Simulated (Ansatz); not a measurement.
# PBE against r2SCAN: BeTe, isotropic strain +4.67 %

The reference is BeTe in the zinc blende structure (space group F-43m, No. 216; a = 5.664 Å).

(Cell as relaxed with PBE.)

Levels (all Ansatz, an electronic-structure program, PAW): PBE (420 eV, no spin-orbit coupling); r2SCAN (500 eV, spin-orbit coupling left out).

Each level relaxes its own structure.

```csv
base,PBE,r2SCAN
volume per atom,22.71 Å³,22.63 Å³
lattice parameter a,5.664 Å,5.657 Å
band gap,2.03 eV,2.38 eV
```

Modification: every lattice vector is stretched by 4.67 %; the atoms relax in the strained cell.

```csv
quantity,PBE,r2SCAN
shift of the gap caused by the change,+0.28 eV,[?]
band gap,2.31 eV,[?]
"hole mass (degenerate bands, along [100])","0.18, 0.43, 0.43 mₑ (at Γ)",[?]
smallest direct gap,2.78 eV,[?]
```

### Question
What does r2SCAN give?

### Answer

- shift of the gap caused by the change, r2SCAN: +0.29 eV
- band gap, r2SCAN: 2.66 eV
- hole mass (degenerate bands, along [100]), r2SCAN: 0.19, 0.43, 0.43 mₑ (at Γ)
- smallest direct gap, r2SCAN: 3.39 eV

PBE's band gap lies 0.35 eV below r2SCAN's; PBE's smallest direct gap lies 0.61 eV below r2SCAN's. Neither level is exact; r2SCAN is the comparison here, not a measurement.

With Te present, leaving out spin-orbit coupling can change the band edges. Masses are band curvatures over ±0.01 Å⁻¹ around the edge. Whether these cells are dynamically stable was not tested.
